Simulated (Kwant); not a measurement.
System: wire with a side stub in a ZnO two-dimensional gas. Effective mass 0.3 mₑ, grid spacing 8.3 nm, hard walls, nominal width 200 nm (25 grid rows, so walls 215.8 nm apart), one parabolic valley, scattering region 600 nm long along x; energies count from the band bottom; Fermi energy swept from 2.5069e-05 to 0.00029769 eV. Closed stub on one side, 130 nm wide and 260 nm deep.

The device is made up for the run: typed textbook-type constants, with dimensions and the other settings drawn at random.

Model: effective-mass tight-binding model on a square grid, one spin, coherent transport at 0 K (Kwant). Conductance is in e²/h.

Q: How many channels do the leads carry at E = 0.156, 0.211 meV?

A: The hard-wall thresholds are n² ħ²π²/(2mW²) = n² × 0.0269 meV with W = 215.8 nm. √(0.156/0.0269) = 2.40, so 2. √(0.211/0.0269) = 2.80, so 2.
